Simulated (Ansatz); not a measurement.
BN under load (space group P6_3mc), r2SCAN, rigid bands in Ansatz (a program for electronic structure). Condition of this run: hydrostatic pressure of 9 GPa (compression positive) (the target of the relaxation). Band gap 5.70 eV, N_c = 1.27e19 cm⁻³ and N_v = 4.75e19 cm⁻³ at 300 K, conductivity masses along y (a = (2.52, 0.00, 0.00) Å; b = (-1.26, 2.18, 0.00) Å; c = (0.00, 0.00, 4.17) Å) of 0.495 mₑ (electrons) and 0.810 mₑ (holes). Take k_BT = 0.02585 eV.

What thermal injection velocity √(2k_BT/πm) limits a ballistic channel along the direction named?

7.65e6 cm/s for electrons and 5.98e6 cm/s for holes, a ratio of √(m_h/m_e) = 1.28, for dilute carriers.

Find the intrinsic carrier density and the intrinsic Fermi level.

n_i = √(N_c N_v) exp(−E_g/2k_BT) = 2.46e19 × exp(−110.24) = 3.3e-29 cm⁻³. The level lies (k_BT/2) ln(N_v/N_c) = 17 meV from mid-gap (positive towards the conduction band). Each 0.1 eV added to the gap lowers n_i by a factor of 6.9.

A film of it is 2 nm thick, with its normal along the direction named. Estimate the confinement energies in an infinite well.

ħ²π²/(2m t²) = 0.376 eV·nm²/(m/mₑ × t²) gives 190 meV for electrons and 116 meV for holes, so the gap would widen to about 6.01 eV. Finite barriers and nonparabolic bands lower this, and with several valleys or bands the heaviest mass along the normal sets the lowest level, not this average.

Rigid bands with the computed gap; masses take one relaxation time for all states. Spin-orbit coupling is left out. Geometry: cell and atoms relaxed with PBEsol.
